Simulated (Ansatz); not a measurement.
We consider Si3N4 (P6₃/m, No. 176), described by r²SCAN+rVV10 (PAW; Ansatz, an electronic-structure program).

Settings: plane-wave cutoff 560 eV, 6×6×12 k mesh (along the axes of the cell as run), Fermi–Dirac smearing 0.01 eV, scalar-relativistic PAW data made under PBE.

Cell (relaxed at this level):

Space group P6₃/m (No. 176); a = 7.5966 Å, b = 7.5966 Å, c = 2.9031 Å, α = 90.00°, β = 90.00°, γ = 120.00°

```json
[
 {"atom": "Si", "site": "6h", "symmetry": "m..", "x": "0.4061", "y": "0.2310", "z": "0.2500"},
 {"atom": "N", "site": "2d", "symmetry": "-6..", "x": "0.6667", "y": "0.3333", "z": "0.2500"},
 {"atom": "N", "site": "6h", "symmetry": "m..", "x": "0.0309", "y": "0.3303", "z": "0.2500"}
]
```

**Question.** Predict the band gap.

**Answer.** 
band gap: 4.96 eV (on the SCF k mesh)

The computed numbers hold no vibrational or temperature effects.

Computing time: roughly 3 core-minutes.
